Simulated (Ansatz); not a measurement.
Checking a run of Ansatz (a first-principles code) on MoS₂ (P1, 3 atoms in the cell). The aim is a self-consistent single point with DFT, PBEsol, plane waves, default PAW files made with PBE.

Cell that was meant: a = 6.7378 Å, b = 6.7378 Å, c = 6.7378 Å, α = 27.34°, β = 27.34°, γ = 27.34°.

Part of the input:

Ansatz 0.2 input:
```yaml
    - { symbol: Mo, position: [0.993522, 1.008128, 1.006946] }
    - { symbol: S, position: [0.414489, 0.411972, 0.408999] }
    - { symbol: S, position: [0.258009, 0.245920, 0.250075] }
basis:
  ecutwfc: 65.0
kpoints:
  mp_grid:
    grid: [10, 10, 10]
```

The program printed (abridged):

```
   [... lines left out ...]
PAW frozen core: S, regenerated for the run's functional, and the local potential with it
Initial density: superposition of atomic densities (neutral atoms: chi_scale 0, normalization atom), corrected by the library's trained network
Initial wavefunctions: pseudopotential atomic-orbital guess
Eigensolver: davidson
Functional: x = pbesol(κ = 0.804, μ = 0.12345679012345678), c = pbesol(β = 0.046)
SCF iter   1: F=—  HF=-6520.729613 eV  |F-HF|=—  |Δ(HF+E_count)|=         —  Δρ=4.45e-1  dr2=1.33e2  ethr=1.77e-3  ⟨swp⟩=2.8  Hψ=35850  notcnv=0  defer=530
all-band conjugate gradients solve this SCF's bands
   [... lines left out ...]
WARN: the bands overlap at the fill by count (13 filled at each k-point of a channel) …
SCF 1 converged in 11 iterations: F = -6430.432656 eV  dr2 = 3.00e-8
Free energy (F): -6430.432656 eV
Internal energy: -6430.432656 eV  (E = F + TS)
E sigma→0 (E₀):  -6430.432656 eV
Fermi energy:    13.542903 eV
--- Forces (eV/Å), atoms counted from 1 ---
  atom   1  Mo     0.33630281     0.21930598    -1.21123373
  atom   2  S     -0.29952014    -0.20754189    -7.31479554
  atom   3  S     -0.03683280    -0.01173563     8.52571976
--- Stress (GPa, compression-positive) ---
      -69.660097      -1.666880      -1.142977
       -1.666880     -68.354263      -0.813612
       -1.142977      -0.813612     -83.041310
  P = ⅓ Tr σ = -73.6852 GPa (-736.852 kbar)
  The stress holds the Pulay correction. Without it, at fixed plane waves, as pw.x and ABINIT print it: P = -811.4499 GPa
```

Question: Can these results be used? Check the input.

Answer: The run is not sound. The fault is a basis or grid far too coarse for these potentials. The error of an incomplete plane-wave basis or grid does not cancel at such settings. To fix it, restore the cutoff that the potentials need and check convergence. The run converged in 11 iterations without an error; against the sound input the free energy rises by 79.9 eV/atom, the pressure goes from -3.12 to -73.69 GPa, the largest force goes from 2.708 to 8.526 eV/Å and no clean gap remains on the mesh (levels overlap or are partly filled), against 0.98 eV before. The full log also holds (shortened here): “WARN: iter 1: σ=0 fill of 13 bands saw a band overlap (occupied 16.1028 eV > unoccupied 15.7240 eV) — on an unconverged iterate often a transient of an (band_overlap_at_count)”. At a fixed set of plane waves, without the program's Pulay estimate, the pressure is -811.45 GPa against -3.14 GPa.

An input that runs soundly differs in these lines (not the only fix; some lines may just follow from the change or write a value another way):
```diff
-basis:
-  ecutwfc: 65.0
```

With that input, the run converged in 8 iterations: free energy E − TS (on the zero of these files) -6670.0120 eV; top of the valence band (on the code's own zero) 9.80 eV; gap on the k-point mesh 0.98 eV; pressure -3.12 GPa; largest force (vector length) 2.708 eV/Å (DFT, PBEsol, plane waves, default PAW files made with PBE).

On the sound input: the starting cell comes from a database of computed structures (which also holds hypothetical and non-ambient phases and stackings), without a prior relaxation at this level. Its atoms were displaced at random from the sites of space group no. 160. With a pressure of about -3 GPa the cell is away from its equilibrium volume at this level. Forces in this geometry exceed 1 eV/Å. Ansatz's pressure includes its estimate of the finite-basis (Pulay) stress.
